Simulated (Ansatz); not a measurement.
MgO (model structure, started from the CsCl type, Pm-3m, No. 221, 2 atoms in the cell; like a known high-pressure phase) was calculated with r²SCAN+rVV10 (plane waves, PAW; Ansatz, a program for electronic structure).

Run with plane-wave cutoff 560 eV, 14×14×14 k mesh, Fermi–Dirac smearing 0.01 eV, scalar-relativistic PAW data made under PBE.

Cell (relaxed at this level):

```
MgO
1.0
    2.61752     0.00000     0.00000
    0.00000     2.61752     0.00000
    0.00000     0.00000     2.61752
Mg O
1 1
Direct
  0.00000   0.00000   0.00000
  0.50000   0.50000   0.50000
```

Question: What does this level give for the band gap and smallest direct gap on the k points sampled?

Answer: 
- band gap: 3.52 eV (indirect)
- smallest direct gap on the k points sampled: 4.59 eV

Computed values are for the static lattice.

It cost around 8 core-seconds (rough) of CPU time.

A model structure was made by putting elements into a prototype or built by hand; it is no filed structure, need not be a known phase, and can be a saddle point held by its symmetry.
